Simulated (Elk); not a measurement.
Elk run on Ba (Im-3m, 1 atom in the cell): self-consistent single point.

Level of theory: Elk with PBE, all-electron FP-LAPW, Elk's shipped species files, APW+lo basis with extra local orbitals.

```xyz
1
Lattice="-2.4975 2.4975 2.4975 2.4975 -2.4975 2.4975 2.4975 2.4975 -2.4975" Properties=species:S:1:pos:R:3 pbc="T T T"
Ba     0.0000     0.0000     0.0000
```

Reference input (self-consistent single point, DFT, PBE, all-electron FP-LAPW, Elk's shipped species files, APW+lo basis with extra local orbitals): xctype = 20; rgkmax = 8; stype = 3; swidth = 0.00367493 Ha; ngridk = 9 9 9; gmaxvr = 14 1/bohr; nxlo = 2; lorbcnd = true; lmaxi = 2. This run's input differs from it in these lines:

```diff
@@ -22,6 +22,6 @@
 stype
-  3
+  0
 
 swidth
-  0.00367493
+  0.00734986
 
@@ -39,3 +39,3 @@
 ngridk
-  9 9 9
+  15 15 15
```

The program printed (abridged):

```
│ Self-consistent loop started │
│ Loop number : 1 │
 total energy                :     -8142.83288460
│ Loop number : 2 │
 total energy                :     -8142.81575120
RMS change in Kohn-Sham potential (target) :   0.8907436085E-01 (  0.1000000000E-05)
Absolute change in total energy (target)   :   0.1713339776E-01 (  0.1000000000E-03)
│ Loop number : 3 │
 total energy                :     -8142.25743180
RMS change in Kohn-Sham potential (target) :   0.7290959949E-01 (  0.1000000000E-05)
Absolute change in total energy (target)   :   0.5626027495     (  0.1000000000E-03)
│ Loop number : 4 │
   [... lines left out ...]
Absolute change in total energy (target)   :   0.4664277349E-03 (  0.1000000000E-03)
│ Loop number : 13 │
 total energy                :     -8139.44746682
RMS change in Kohn-Sham potential (target) :   0.1133787927E-06 (  0.1000000000E-05)
Absolute change in total energy (target)   :   0.1102027700E-03 (  0.1000000000E-03)
│ Loop number : 14 │
 total energy                :     -8139.44746706
RMS change in Kohn-Sham potential (target) :   0.3763805026E-07 (  0.1000000000E-05)
Absolute change in total energy (target)   :   0.2731507539E-04 (  0.1000000000E-03)
Convergence targets achieved

│ Loop number : 15 │

Energies :
 Fermi                       :     0.168619315632
 total energy                :     -8139.44746615

Density of states at Fermi energy :    34.37211518
 (states/Hartree/unit cell)

Estimated indirect band gap :   0.1652145803E-02
 from k-point     46 to k-point    112
Estimated direct band gap   :   0.6066984870E-02
 at k-point    102

Charges :
 core                        :    36.00000000
 valence                     :    20.00000000
 interstitial                :    2.360357695
 muffin-tins (core leakage)
  species :    1 (Ba)
   atom    1                 :    53.63964231     (  0.5281324285E-05)
 total in muffin-tins        :    53.63964231
 total calculated charge     :    55.99851828
 total charge                :    56.00000000
 error                       :   0.1481719766E-02

│ Self-consistent loop stopped │
```

The run converged in 15 iterations. The count includes the last loop, which Elk runs after its targets are met. 

The starting cell has typed, rounded lattice constants, without a prior relaxation at this level. Its lattice was rescaled by up to half a per cent. Values depend on the basis (sphere radii, cutoffs, local orbitals), which need not be converged. The log's line on a gap gives a spacing of levels on this mesh, which the program prints for metals too.

Cost on one core of a shared machine: roughly 40 s.
